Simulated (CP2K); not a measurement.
**A short convergence ladder for KHgF3 (Cmm2, 5 atoms in the cell)**

```
CELL_PARAMETERS angstrom
      4.51900     0.00000     0.00000
     -0.00864     4.51899     0.00000
      0.00000     0.00000     4.51082
ATOMIC_POSITIONS crystal
  K  0.00000 0.00000 0.51108
  Hg 0.50000 0.50000 0.00000
  F  0.00000 0.50000 0.00000
  F  0.50000 0.00000 0.00000
  F  0.50000 0.50000 0.50000
```

Base method: LDA (Pade form), GPW, DZVP-MOLOPT-SR-GTH basis, GTH-PADE potentials (GTH_POTENTIALS) run with CP2K.

Base settings: CUTOFF = 550 Ry; REL_CUTOFF = 60 Ry; KPOINTS/SCHEME = MONKHORST-PACK 3 3 3; XC_FUNCTIONAL = PADE; K/BASIS_SET = DZVP-MOLOPT-SR-GTH-q9; K/POTENTIAL = GTH-PADE-q9; Hg/BASIS_SET = DZVP-MOLOPT-SR-GTH-q12; Hg/POTENTIAL = GTH-PADE-q12; F/BASIS_SET = DZVP-MOLOPT-SR-GTH-q7; F/POTENTIAL = GTH-PADE-q7.

**The width of Fermi-Dirac smearing**

In this ladder: SMEAR/METHOD = FERMI_DIRAC.

The mesh stays at the base's, so the ladder's end is converged at best in this setting alone.

Only quantities that move along the ladder and can be compared are tabulated.

| ELECTRONIC_TEMPERATURE | free energy less the last step's (meV/atom) | pressure (GPa) |
|---|---|---|
| 11604.5 K | -200.14 | 0.69 |
| 5802.26 K | -26.54 | -2.21 |
| 2320.9 K | -2.86 | -2.48 |
| 1160.45 K | -0.18 | -2.48 |
| 232.09 K | 0.00 | -2.48 |

Widest ELECTRONIC_TEMPERATURE that holds the free energy within 2 meV/atom of the last step, with all finer ones: 1160.45 K; the step before is off by 2.9 meV/atom.

Widest ELECTRONIC_TEMPERATURE that holds the pressure within 0.2 GPa of the last step, with all finer ones: 2320.9 K; the step before is off by 0.27 GPa.

On the base run: the starting cell comes from a database of computed structures (which also holds hypothetical and non-ambient phases and stackings), without a prior relaxation at this level. Its lattice was rescaled by up to half a per cent. One atom was moved a little off its site on purpose. Values carry the incompleteness of an atom-centred basis.
